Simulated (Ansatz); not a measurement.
The starting structures come from a database of crystals and need not be the phases stable at ambient conditions.

Tunnelling through a barrier is set by its complex band structure: the current falls as exp(−2κd) with the smallest κ.

Given:

```xyz
12
Lattice="4.4144 0.0000 0.0000 0.0000 8.4990 0.0000 0.0000 0.0000 5.3681" Properties=species:S:1:pos:R:3 pbc="T T T"
Ge     1.1127     0.9703     4.0261
Ge     3.3017     7.5287     1.3420
Ge     3.3199     3.2792     1.3420
Ge     1.0945     5.2198     4.0261
F      4.3275     2.3695     4.0261
F      0.0869     6.1295     1.3420
F      2.1203     1.8800     1.3420
F      2.2941     6.6190     4.0261
F      0.0000     0.0000     2.6841
F      2.2072     4.2495     2.6841
F      2.2072     4.2495     0.0000
F      0.0000     0.0000     0.0000
```

Space group of this cell: Pnma. The cell was relaxed by PBE-D3(BJ); by r2SCAN its mean pressure is -2.9 GPa.

Transport runs along the normal of the first two printed cell vectors.

The gap is the functional's own. No spin-orbit coupling. Mid-gap values are interpolated on the energy grid.

**Question.** State the band gap and the smallest decay constant κ at mid-gap according to r2SCAN (Ansatz, an electronic-structure program).

**Answer.** Gap 4.57 eV on a 8×4×6 mesh; κ = 0.481 1/Å, at (0.000, 0.250) of the in-plane reciprocal vectors. At the zone centre, at the nearest computed energy, the slowest state has κ = 0.48 1/Å.
